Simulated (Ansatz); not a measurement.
Consider Si3N4 (space group P6_3/m, No. 176; a = 7.6246 Å, c = 2.9105 Å).

Level of theory: DFT with PBEsol, PAW potentials and a 420 eV plane-wave cutoff in Ansatz (a quantum-chemistry and plane-wave program), without spin-orbit coupling.

One change was made to it. Results:

```tsv
quantity	base	after
volume per atom	10.47 Å³	10.26 Å³
gap character	indirect, Γ–A (33 % along) → Γ	indirect, Γ–A (33 % along) → Γ
band gap	4.19 eV	4.25 eV
smallest direct gap	4.39 eV	4.46 eV
```

What was done to the base?
A. pressure 10 GPa
B. pressure 0.7 GPa
C. pressure 0.3 GPa
D. pressure −1 GPa
E. pressure 5 GPa

E, pressure 5 GPa. For comparison, the band gap in the other runs: pressure 0.7 GPa gives 4.20 eV; pressure 10 GPa gives 4.31 eV; pressure 0.3 GPa gives 4.19 eV; pressure −1 GPa gives 4.17 eV.

Load acts through the strain it causes; cell and atoms are relaxed under it. No phonon test of stability was made. No other phases were tried under pressure.
